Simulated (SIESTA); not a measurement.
Band structure of LaSi2Ir2 (I4/mmm, 5 atoms in the cell).

```yaml
crystal:
  lattice:
    - [-2.06493, 2.06493, 5.17361]
    - [2.06493, -2.06493, 5.17361]
    - [2.06493, 2.06493, -5.17361]
  atoms:
    - { symbol: La, position: [0.00000, 0.00000, 0.00000] }
    - { symbol: Si, position: [0.62904, 0.62904, 0.00000] }
    - { symbol: Si, position: [0.37096, 0.37096, 0.00000] }
    - { symbol: Ir, position: [0.25000, 0.75000, 0.50000] }
    - { symbol: Ir, position: [0.75000, 0.25000, 0.50000] }
```

Method: SIESTA 5.4.2 with GGA PBEsol, numerical atomic orbitals DZP, PseudoDojo PBEsol standard norm-conserving potentials (rewritten from UPF to PSML).

Settings: XC.functional = GGA; XC.authors = PBEsol; potentials = PseudoDojo PBEsol standard; PAO.BasisSize = DZP; PAO.EnergyShift = 0.01 Ry; MeshCutoff = 300 Ry; kgrid.MonkhorstPack = 9 9 9; OccupationFunction = MP; OccupationMPOrder = 0; ElectronicTemperature = 272 meV; MaxSCFIterations = 150; SCF.Mixer.Method = Pulay; SCF.Mixer.Weight = 0.2; SCF.Mixer.History = 6.

The starting cell comes from a database of computed structures (which also holds hypothetical and non-ambient phases and stackings), without a prior relaxation at this level. Spin-orbit coupling is off. Spin polarisation is off. Values carry the incompleteness of an atom-centred basis.

Levels in eV from the Fermi level, bands 24 to 29:
```csv
point,24,25,26,27,28,29
Γ,-1.34,-1.33,-1.33,-0.90,0.32,2.84
X,-1.90,-1.89,-1.83,-0.86,0.82,0.82
Y,-2.48,-1.91,-1.08,-0.92,0.83,0.87
S,-2.83,-2.76,0.00,0.12,0.43,2.46
Z,-0.36,-0.24,-0.24,0.32,1.39,2.47
S1,-2.83,-2.76,0.00,0.12,0.43,2.46
N,-2.96,-2.28,-1.62,-0.11,1.74,2.07
P,-1.88,-1.85,-1.34,-1.34,0.82,0.82
Y1,-2.48,-1.91,-1.08,-0.92,0.83,0.87
```

Bands cross the Fermi level along this path, so the cell is metallic at this level.

Higher empty bands are left out: an atom-centred basis made for the valence describes them poorly.
